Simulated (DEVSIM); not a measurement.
Structure: Au/Al2O3/SiO2/p-Si capacitor, at 300 K.

Layer 1 from the left is Al2O3, thickness (nm) 3.00. Layer 2 from the left is SiO2, thickness (nm) 1.00. Layer 3 from the left is Si, thickness (nm) 3300, Na (cm⁻³) 3e16.

Metal gate on the left, work function 5.1 eV. Fixed charge at the semiconductor interface 1.7e12 cm⁻² (in units of +e); no interface traps.

This is a model device: material constants are rounded textbook-type values typed into the input, and sizes, dopings and lifetimes were drawn at random. Values at 300 K.

Al2O3: gap (eV) 6.8, affinity (eV) 1.35, permittivity 9. SiO2: gap (eV) 9, affinity (eV) 0.9, permittivity 3.9. Si: gap (eV) 1.124, affinity (eV) 4.05, permittivity 11.7, Nc (cm⁻³) 2.86e19, Nv (cm⁻³) 3.1e19.

Q: Estimate by hand the flat-band voltage, the threshold voltage, and compare with a numerical solution.

A: 
- Flat-band voltage: C = 1.50 μF/cm², work-function difference 0.105 V; VFB = φms − qNf/C = -0.08 V; numerical -0.08 V.
- Threshold voltage: φF = 0.384 V, depletion charge √(4εqNφF) = 8.74e-8 C/cm²; VT = VFB + 2φF + Qd/C = 0.75 V; numerical 0.75 V.

DEVSIM, 1D Poisson equation in equilibrium, Boltzmann statistics, complete ionisation; no quantum confinement or tunnelling. Metal contacts follow the ideal Schottky-Mott rule: no Fermi-level pinning, no interface dipoles.
